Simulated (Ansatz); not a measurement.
**Relaxation of cell and atoms of Mo2C (P4/nmm, 6 atoms in the cell) at several settings**

```xyz
6
Lattice="4.0725 0.0000 0.0000 0.0000 4.0725 0.0000 0.0000 0.0000 6.2140" Properties=species:S:1:pos:R:3 pbc="T T T"
Mo     0.0000     0.0000     0.0000
Mo     2.0363     2.0363     0.0000
Mo     2.0363     0.0000     1.6778
Mo     0.0000     2.0363     4.5362
C      2.0363     0.0000     4.3498
C      0.0000     2.0363     1.8642
```

Base: PBE (Ansatz, an electronic-structure program). Its settings: basis.ecutwfc = 30.9 Ry; kpoints.mp_grid.grid = 6 6 4; hamiltonian.xc = pbe; hamiltonian.pseudopotentials = {kind: paw} (the program's default PAW files); scf.occupations.method = methfessel_paxton; scf.occupations.width = 0.02 Ry. Starting volume 17.18 Å³ per atom.

Each line gives the change from the base single point and the result:

- hamiltonian.dispersion: default → d3bj; relax: default → cell and atoms [DFT, PBE-D3BJ, plane waves, default PAW files]: pressure 0.00 GPa; final cell a = 3.405 Å, b = 3.405 Å, c = 6.151 Å, α = 90.00°, β = 90.00°, γ = 90.00°; final volume per atom 11.88 Å³; relaxation steps 13.
- hamiltonian.xc: pbe → pbesol; relax: default → cell and atoms [DFT, PBEsol, plane waves, default PAW files made with PBE]: pressure 0.00 GPa; largest force (vector length) 0.001 eV/Å; final cell a = b = 3.401 Å, c = 6.148 Å, α = β = γ = 90.00°; final volume per atom 11.85 Å³; relaxation steps 13.

The starting cell was generated: these elements placed on a structure prototype, without a prior relaxation; it need not be a known phase or ordering of this composition. Spin polarisation is off. In the base run, forces exceed 1 eV/Å. Ansatz's pressure includes its estimate of the finite-basis (Pulay) stress.

Left out of this page: 1 run of the series outside the window shown, repeating another row's setting, or not comparable.

Keys are those of Ansatz 0.2.
